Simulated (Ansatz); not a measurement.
Worked example: self-consistent single point of B (Pm-3n, 8 atoms in the cell) in Ansatz (a quantum-chemistry and plane-wave program).

Method: PBE (plane waves, PAW; Ansatz).

```yaml
crystal:
  lattice:
    - [3.63787, 0.00000, 0.00000]
    - [0.00000, 3.63787, 0.00000]
    - [0.00000, 0.00000, 3.63787]
  atoms:
    - { symbol: B, position: [0.25000, 0.00000, 0.50000] }
    - { symbol: B, position: [0.75000, 0.00000, 0.50000] }
    - { symbol: B, position: [0.00000, 0.50000, 0.25000] }
    - { symbol: B, position: [0.00000, 0.50000, 0.75000] }
    - { symbol: B, position: [0.50000, 0.25000, 0.00000] }
    - { symbol: B, position: [0.50000, 0.75000, 0.00000] }
    - { symbol: B, position: [0.00000, 0.00000, 0.00000] }
    - { symbol: B, position: [0.50000, 0.50000, 0.50000] }
```

Reference input (self-consistent single point, DFT, PBE, plane waves, default PAW files): kpoints.mp_grid.grid = 7 7 7; hamiltonian.xc = pbe; hamiltonian.pseudopotentials = {kind: paw} (the program's default PAW files); scf.occupations.method = cold; scf.occupations.width = 0.1 eV. This run's input differs from it in these lines:

Ansatz 0.2 input:
```diff
@@ -16,3 +16,3 @@
 kpoints:
-  mp_grid: { grid: [7, 7, 7] }
+  mp_grid: { grid: [22, 22, 22] }
 hamiltonian:
```

The program printed (abridged):

```
SCF iter   1: F=—  HF=-1235.021348 eV  |F-HF|=—  |Δ(HF+E_count)|=         —  Δρ=6.57e-3  dr2=1.89e-2  ethr=1.77e-3  ⟨swp⟩=4.3  Hψ=33156  notcnv=0  defer=69
all-band conjugate gradients solve this SCF's bands
preconditioner: auto → none
SCF iter   2: F=—  HF=-1235.018791 eV  |F-HF|=—  |Δ(HF+E_count)|=   2.56e-3  S|Δr|=    0.00e0  Δρ=3.81e-3  dr2=6.39e-3  ethr=7.88e-5  ⟨swp⟩=1.1  Hψ=10282  notcnv=0  defer=133
SCF iter   3: F=—  HF=-1235.017173 eV  |F-HF|=—  |Δ(HF+E_count)|=   1.62e-3  S|Δr|=    0.00e0  Δρ=1.18e-4  dr2=2.99e-6  ethr=2.66e-5  ⟨swp⟩=2.6  Hψ=10612  notcnv=0  defer=133
SCF iter   4: F=—  HF=-1235.017175 eV  |F-HF|=—  |Δ(HF+E_count)|=   2.46e-6  S|Δr|=    0.00e0  Δρ=2.27e-5  dr2=2.56e-7  ethr=4.17e-10  ⟨swp⟩=8.8  Hψ=36246  notcnv=0
SCF iter   5: F=-1235.017175 eV  HF=-1235.017175 eV  |F-HF|=1.86e-10  |Δ(HF+E_count)|=   7.66e-8  S|Δr|=    0.00e0  Δρ=2.26e-6  dr2=1.01e-9  ethr=4.17e-10  ⟨swp⟩=4.0  Hψ=19471  notcnv=0
SCF 1 converged in 5 iterations: F = -1235.017175 eV  dr2 = 1.01e-9
Stability not checked (fill_not_monotonic)
Free energy (F): -1235.017175 eV
Internal energy: -1235.018614 eV  (E = F + TS)
E sigma→0 (E₀):  -1235.017655 eV
Entropy (-TS):   0.001439 eV (0.180 meV/atom)
Fermi energy:    14.118653 eV
--- Forces (eV/Å), atoms counted from 1 ---
  atom   1  B     -0.00000000    -0.00000000     0.00000000
   [... zero for the other atoms too ...]
--- Stress (GPa, compression-positive) ---
        5.038613      -0.000000       0.000000
       -0.000000       5.038613       0.000000
        0.000000       0.000000       5.038613
  P = ⅓ Tr σ = 5.0386 GPa (50.386 kbar)
  The stress holds the Pulay correction. Without it, at fixed plane waves, as pw.x and ABINIT print it: P = 4.7094 GPa
```

The run converged in 5 iterations. Against the reference run the free energy goes up by 1.9 meV/atom and the pressure goes from 5.40 to 5.04 GPa.

The starting cell was generated: these elements placed on a structure prototype, without a prior relaxation; it need not be a known phase or ordering of this composition. With a pressure of about 5 GPa the cell is away from its equilibrium volume at this level. Ansatz's pressure includes its estimate of the finite-basis (Pulay) stress.
